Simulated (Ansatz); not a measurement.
```
CELL_PARAMETERS angstrom
      0.00000     3.38484     3.38484
      3.38484     0.00000     3.38484
      3.38484     3.38484     0.00000
ATOMIC_POSITIONS crystal
  Sr 0.00000 0.00000 0.00000
  Cl 0.25000 0.25000 0.25000
  Cl 0.75000 0.75000 0.75000
```

No spin polarisation.

Computed with PBEsol in Ansatz (plane waves to 420 eV, PAW, without spin-orbit coupling). k-mesh 8×8×8 (Γ-centred); smearing 0.05 eV (Fermi–Dirac).

Task: Predict the space group and band gap.

Result: The space group is Fm-3m (No. 225) and the band gap is 5.28 eV.

The cells carry an imposed strain or load. No phonon test of stability was made. The cell was made from SrCl$_{2}$ in the fluorite structure (space group Fm-3m, No. 225) by this change: isotropic strain −2.00 %.

Ansatz is a first-principles code.
